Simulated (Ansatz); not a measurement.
**A computed series for ZnCu: pressure series**

Base system: ZnCu in the CsCl type structure (space group Pm-3m, No. 221; a = 2.9638 Å).

Cell and atoms are relaxed at each pressure.

Levels (all Ansatz, an electronic-structure program, PAW): PBE (420 eV, without spin-orbit coupling); r2SCAN (500 eV, no spin-orbit coupling).

The base cell above is that of PBE; each level relaxes its own structures.

| case | volume per atom, PBE | volume per atom, r2SCAN |
|---|---|---|
| pressure −2 GPa | 13.26 Å³ | 12.63 Å³ |
| pressure −1 GPa | 13.13 Å³ | 12.53 Å³ |
| pressure 3 GPa | 12.70 Å³ | 12.17 Å³ |
| pressure 7 GPa | 12.34 Å³ | 11.87 Å³ |
| pressure 15 GPa | 11.76 Å³ | 11.37 Å³ |
| pressure 30 GPa | 10.97 Å³ | 10.67 Å³ |
| pressure 50 GPa | 10.24 Å³ | 10.00 Å³ |
| pressure 75 GPa | 9.59 Å³ | 9.39 Å³ |
| pressure 100 GPa | 9.10 Å³ | 8.93 Å³ |

PBE lies above r2SCAN in every row, by 0.17 Å³ to 0.63 Å³. They put the cases in the same order.

Load acts through the strain it causes; cell and atoms are relaxed under it. Whether these cells are dynamically stable was not tested. No other phases were tried under pressure. The final runs are not spin-polarised.
